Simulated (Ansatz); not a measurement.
We consider L1₂ (Cu3Au-type) Ni3Fe, described by PBE0 in Ansatz (PAW).

Run with plane-wave cutoff 460 eV, 8×8×8 k mesh, Fermi–Dirac smearing 0.05 eV, spin-polarised with parallel moments, scalar-relativistic PAW data made under PBE.

Energies at three volumes about the minimum:

| V (Å³/atom) | E − E_lowest (meV/atom) |
|---|---|
| 10.978 | 4.11 |
| 11.188 | 0.00 |
| 11.541 | 3.58 |

Question: Fit a parabola by hand: where is the minimum, and what is the bulk modulus?

Answer: Slopes: (0.00 − 4.11)/(11.188 − 10.978) = -19.571 and (3.58 − 0.00)/(11.541 − 11.188) = 10.142 meV/Å³. Curvature E″ = 2 × (10.142 − (-19.571))/(11.541 − 10.978) = 105.552 meV/Å⁶. From the middle of the first interval, the slope vanishes at V0 = 11.0830 − (-19.571)/105.552 = 11.268 Å³/atom. B = V0 E″ = 11.268 × 105.552 meV/Å³ × 0.1602 GPa per meV/Å³ = 191 GPa. The full Birch–Murnaghan fit to all volumes gives V0 = 11.262 Å³/atom and B0 = 188 GPa.

Measured, for comparison: equilibrium volume per atom 11.14 Å³/atom (temperature not stated, copied from a table, unchecked, not corrected to a static lattice; as tabulated in Mineralogical Magazine 44, 225 (1981)). Computed less measured: equilibrium volume per atom not scored (unchecked).

Ansatz is a quantum-chemistry and plane-wave program.
